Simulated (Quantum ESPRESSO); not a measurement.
A working Quantum ESPRESSO input for Mg (P6_3/mmc, 4 atoms in the cell) (DFT, PBE, plane waves, SSSP 1.1.2 efficiency (PBE) pseudopotentials):

```fortran
&CONTROL
   calculation = 'scf'
   prefix = 'pwscf'
   outdir = './tmp'
   pseudo_dir = './'
   tprnfor = .true.
   tstress = .true.
/
&SYSTEM
   ibrav = 0
   nat = 4
   ntyp = 1
   ecutwfc = 35
   ecutrho = 280
   occupations = 'smearing'
   smearing = 'fd'
   degauss = 0.0073499
/
&ELECTRONS
   conv_thr = 1e-10
   mixing_beta = 0.4
/
ATOMIC_SPECIES
Mg    24.3050  Mg.pbe-n-kjpaw_psl.0.3.0.UPF
CELL_PARAMETERS {bohr}
   6.0063398222     0.0000000000     0.0000000000
  -3.0031699111     5.2016428697     0.0000000000
   0.0000000000     0.0000000000    19.5095684154
ATOMIC_POSITIONS {crystal}
Mg    0.0000000000    0.0000000000    0.0000000000
Mg    0.0000000000    0.0000000000    0.5000000000
Mg    0.3333333333    0.6666666667    0.2500000000
Mg    0.6666666667    0.3333333333    0.7500000000
K_POINTS {automatic}
10 10 3  0 0 0
```

The run converged in 10 iterations: free energy E − TS -1829.5375 eV; Fermi level (on the code's own zero) 3.78 eV; pressure 0.70 GPa. Each of these slips is then made, one at a time:

(1)
```diff
-Mg    0.6666666667    0.3333333333    0.7500000000
+Mg1    0.6666666667    0.3333333333    0.7500000000
```

(2)
```diff
-CELL_PARAMETERS {bohr}
-   6.0063398222     0.0000000000     0.0000000000
-  -3.0031699111     5.2016428697     0.0000000000
-   0.0000000000     0.0000000000    19.5095684154
```

Task: What happens in each case?

Result: 
(1) An atom label that is not in the list of species. The program stopped before any SCF iteration.
```
Error in routine read_cards (4):
species Mg1 in ATOMIC_POSITIONS is nonexistent
```

(2) No cell vectors for a free lattice. The program stopped before any SCF iteration.
```
Error in routine cell_base_init (1):
ibrav=0: must read cell parameters
```

The starting cell comes from a database of computed structures (which also holds hypothetical and non-ambient phases and stackings), without a prior relaxation at this level. Its lattice was rescaled by a random factor within 2.5 % of one.

Left out of this page: 3 runs of the series outside the window shown, repeating another row's setting, or not comparable.
